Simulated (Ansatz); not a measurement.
**Converging the plane-wave cutoff: Sn2Ir (I4mm, 3 atoms in the cell)**

```
Sn2Ir
1.0
    0.00000     3.19308     3.19308
    3.19308     0.00000     3.19308
    3.19308     3.19308     0.00000
Sn Ir
2 1
Cartesian
  4.78961   4.78961   4.78961
  1.59654   1.59654   1.59654
  0.00000   0.00000   0.05000
```

Computed with LDA (PW92), default PAW files made with PBE (plane waves; Ansatz, an electronic-structure program).

Base settings: basis.ecutwfc = 420 eV; kpoints.mp_grid.grid = 9 9 9; hamiltonian.xc = lda; hamiltonian.pseudopotentials = {kind: paw} (the program's default PAW files); scf.occupations.method = gaussian; scf.occupations.width = 0.1 eV.

The second cell is the first with its lattice scaled by 0.98.

The mesh stays at the base's, so the ladder's end is converged at best in this setting alone.

The first pressure column holds Ansatz's estimate of the finite-basis (Pulay) stress, which hides part of the cutoff error; the other is without it.

Only quantities that move along the ladder and can be compared are tabulated.

The count of work is k-points × plane waves × bands × iterations; it is no time. 

The starting cell comes from a database of computed structures (which also holds hypothetical and non-ambient phases and stackings), without a prior relaxation at this level. Its lattice was rescaled by up to half a per cent. One atom was moved a little off its site on purpose. Spin polarisation is off. In the base run, with a pressure of about -5 GPa the cell is away from its equilibrium volume at this level.

| basis.ecutwfc | free energy less the last step's (meV/atom) | energy of the compressed cell less the first (meV/atom) | pressure (GPa) | pressure without the Pulay estimate (GPa) | largest difference of a force vector from the last step's (eV/Å) | count of work / last |
|---|---|---|---|---|---|---|
| 145 eV | 49601.29 | 267.74 | -4.12 | -1271.11 | 1.234 | 0.074 |
| 170 eV | 20030.74 | 42.17 | -19.21 | -625.07 | 0.344 | 0.11 |
| 190 eV | 9619.55 | -36.17 | -9.90 | -344.31 | 0.099 | 0.12 |
| 210 eV | 4600.14 | -94.62 | -9.37 | -187.94 | 0.216 | 0.15 |
| 230 eV | 2103.85 | -10.54 | -4.49 | -99.31 | 0.170 | 0.15 |
| 250 eV | 929.48 | 3.60 | -2.60 | -51.69 | 0.063 | 0.14 |
| 295 eV | 114.22 | -3.60 | -4.44 | -12.45 | 0.019 | 0.18 |
| 335 eV | 16.45 | -6.95 | -4.64 | -5.91 | 0.007 | 0.19 |
| 380 eV | 3.81 | -7.81 | -4.73 | -4.86 | 0.002 | 0.23 |
| 420 eV | 2.08 | -8.09 | -4.76 | -4.83 | 0.001 | 0.26 |
| 460 eV | 1.05 | -8.23 | -4.78 | -4.82 | 0.001 | 0.31 |
| 505 eV | 0.58 | -8.31 | -4.79 | -4.80 | 0.000 | 0.36 |
| 565 eV | 0.37 | -8.33 | -4.79 | -4.80 | 0.000 | 0.42 |
| 630 eV | 0.17 | -8.34 | -4.79 | -4.80 | 0.000 | 0.49 |
| 735 eV | 0.05 | -8.35 | -4.79 | -4.79 | 0.000 | 0.62 |
| 840 eV | 0.03 | -8.35 | -4.79 | -4.79 | 0.000 | 0.78 |
| 1010 eV | 0.00 | -8.35 | -4.79 | -4.79 | 0.000 | 1.0 |

Coarsest basis.ecutwfc that holds the pressure within 0.05 GPa of the last step, with all finer ones: 420 eV, at 0.26 of the last step's count of work; the step before is off by 0.06 GPa.

Coarsest basis.ecutwfc that holds the pressure without the Pulay estimate within 0.1 GPa of the last step, with all finer ones: 380 eV, at 0.23 of the last step's count of work; the step before is off by 1.1 GPa.

Coarsest basis.ecutwfc that holds the free energy within 5 meV/atom of the last step, with all finer ones: 380 eV, at 0.23 of the last step's count of work; the step before is off by 16 meV/atom.

The energy difference between the two cells stays within 1 meV/atom of the last step's from 380 eV on, the total only from 505 eV on: much of the error is common to both cells and cancels.

At the lowest cutoff the pressure without the Pulay estimate lies 1270 GPa under the last step's, the usual sign of Pulay stress in an incomplete plane-wave basis.

Keys are those of Ansatz 0.2.
